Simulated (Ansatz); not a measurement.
Base system: AlPt3 (space group I4/mcm, No. 140; a cell from a computed database, its experimental status unchecked).

```
AlPt3
1.0
   -2.72756     2.72756     3.91408
    2.72756    -2.72756     3.91408
    2.72756     2.72756    -3.91408
Al Pt
2 6
Direct
  0.75000   0.25000   0.50000
  0.25000   0.75000   0.50000
  0.75000   0.75000   0.00000
  0.25000   0.25000   0.00000
  0.21716   0.71716   0.93432
  0.78284   0.28284   0.06568
  0.71716   0.78284   0.50000
  0.28284   0.21716   0.50000
```

Levels (all Ansatz, a quantum-chemistry and plane-wave program, PAW): PBEsol (420 eV, scalar-relativistic without spin-orbit coupling); PBEsol+SOC (420 eV, noncollinear with spin-orbit coupling).

The geometry is relaxed with PBEsol.

```
Item               Value
---------------  -------
PBEsol pressure  0.0 GPa
```

**Question.** What does PBEsol+SOC give at this geometry for the pressure?

**Answer.** The pressure goes from zero to -0.3 GPa.

Single points use the geometry relaxed with PBEsol. The spin-orbit shifts are approximate. Stability against distortions was not tested. The runs without spin-orbit coupling are not spin-polarised.
